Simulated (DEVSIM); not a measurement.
System: isotype n-n heterojunction GaP/Si, at 250 K.

Layer 1 from the left is GaP, thickness (μm) 0.120, Nd (cm⁻³) 1.1e16, τn (s) 2.2e-7, τp (s) 2.2e-7. Layer 2 from the left is Si, thickness (μm) 0.860, Nd (cm⁻³) 2.7e16, τn (s) 2.2e-7, τp (s) 2.2e-7.

Left contact: ohmic. Right contact: ohmic. Voltage is applied to the left contact. Recombination: SRH at mid-gap, Auger. Mobility is constant in doping.

Constants are typed, rounded textbook-type inputs, not results; the design itself was drawn at random and stands for no fabricated device. Values at 300 K; Nc and Nv go as T^1.5, mobilities as T to minus their exponent, the gap by Varshni's rule with the affinity fixed.

GaP: gap (eV) 2.26, affinity (eV) 3.8, permittivity 11.1, Nc (cm⁻³) 1.8e19, Nv (cm⁻³) 1.9e19, μn (cm²/Vs) 250, μp (cm²/Vs) 150, T exponent of μn 1.6, T exponent of μp 1.98, Cn (cm⁶/s) 1e-30, Cp (cm⁶/s) 1e-30, Varshni α (eV/K) 0.00058, Varshni β (K) 372. Si: gap (eV) 1.124, affinity (eV) 4.05, permittivity 11.7, Nc (cm⁻³) 2.86e19, Nv (cm⁻³) 3.1e19, μn (cm²/Vs) 1417, μp (cm²/Vs) 470, T exponent of μn 2.3, T exponent of μp 2.2, Cn (cm⁶/s) 2.8e-31, Cp (cm⁶/s) 9.9e-32, Varshni α (eV/K) 0.000473, Varshni β (K) 636.

DEVSIM, 1D drift-diffusion, Boltzmann statistics, complete ionisation; no tunnelling, impact ionisation, image-force lowering or self-heating. Band offsets follow the typed affinities; no thermionic-emission limit at abrupt steps, no polarisation charge.

Question: What does the simulation give for the potential step across the device at zero bias, the dark forward voltage at 100 A/cm²?

Answer: potential step across the device at zero bias 0.241 V; dark forward voltage at 100 A/cm² 1.297 V.
